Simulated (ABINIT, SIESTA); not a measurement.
A SIESTA input for a self-consistent single point of Tl3Ga (Fm-3m, 4 atoms in the cell) (DFT, LDA PW92, numerical atomic orbitals TZP, PseudoDojo LDA standard norm-conserving potentials (rewritten from UPF to PSML)):

```
# files in the folder: Tl.psml Ga.psml (PseudoDojo LDA standard)
SystemName  Tl3Ga
SystemLabel Tl3Ga

NumberOfAtoms                4
NumberOfSpecies              2
%block ChemicalSpeciesLabel
  1 81 Tl
  2 31 Ga
%endblock ChemicalSpeciesLabel
LatticeConstant              1.0 Bohr
%block LatticeVectors
     0.000000000    7.327205178    7.327205178
     7.327205178    0.000000000    7.327205178
     7.327205178    7.327205178    0.000000000
%endblock LatticeVectors
AtomicCoordinatesFormat      Ang
%block AtomicCoordinatesAndAtomicSpecies
     1.938695000    1.938695000    1.938695000  1
     5.816085000    5.816085000    5.816085000  1
     3.877390000    3.877390000    3.877390000  1
     0.000000000    0.000000000    0.000000000  2
%endblock AtomicCoordinatesAndAtomicSpecies

XC.functional                LDA
XC.authors                   PW92
PAO.BasisSize                TZP
PAO.EnergyShift              0.005 Ry
MeshCutoff                   400 Ry
%block kgrid.MonkhorstPack
    5   0   0  0.0
    0   5   0  0.0
    0   0   5  0.0
%endblock kgrid.MonkhorstPack
OccupationFunction           FD
ElectronicTemperature        0.136 eV

MaxSCFIterations             150
SCF.Mixer.Method             Pulay
SCF.Mixer.Weight             0.1
SCF.Mixer.History            8
SCF.DM.Tolerance             1.0E-05
Diag.ParallelOverK           true
WriteForces                  true
Charge.Mulliken              end
```

Question: Translate this input to ABINIT.

Answer: One input that does it (others would too):

```
# Tl3Ga, PseudoDojo nc-sr-04 LDA standard
pp_dirpath "./"
pseudos "Tl.upf, Ga.upf"
acell 3*1.0 Angstrom
rprim
        -0.0000000000    3.8773900000    3.8773900000
         3.8773900000    0.0000000000    3.8773900000
         3.8773900000    3.8773900000   -0.0000000000
natom 4
ntypat 2
znucl 81 31
typat 1 1 1 2
xcart
         3.6636025892    3.6636025892    3.6636025892
        10.9908077675   10.9908077675   10.9908077675
         7.3272051784    7.3272051784    7.3272051784
         0.0000000000    0.0000000000    0.0000000000
ecut 80 Ry
occopt 3
tsmear 0.00499791
nband 34
kptopt 1
ngkpt 5 5 5
nshiftk 1
shiftk 0 0 0
nstep 100
tolvrs 1.0e-11
prtwf 0
prtden 0
prtvol 1
enunit 2
```

Basis settings and potentials, where a program has them, do not carry over. This input uses DFT, LDA (PW92), plane waves, norm-conserving pseudopotentials (PseudoDojo nc-sr-04 LDA standard). LDA parametrisations can differ slightly between programs. Both were run: pressure -4.02 GPa in SIESTA and -4.08 in ABINIT.

On ABINIT: the starting cell comes from a database of computed structures (which also holds hypothetical and non-ambient phases and stackings), without a prior relaxation at this level. With a pressure of about -4 GPa the cell is away from its equilibrium volume at this level.

On SIESTA: the starting cell comes from a database of computed structures (which also holds hypothetical and non-ambient phases and stackings), without a prior relaxation at this level. Values carry the incompleteness of an atom-centred basis. With a pressure of about -4 GPa the cell is away from its equilibrium volume at this level.
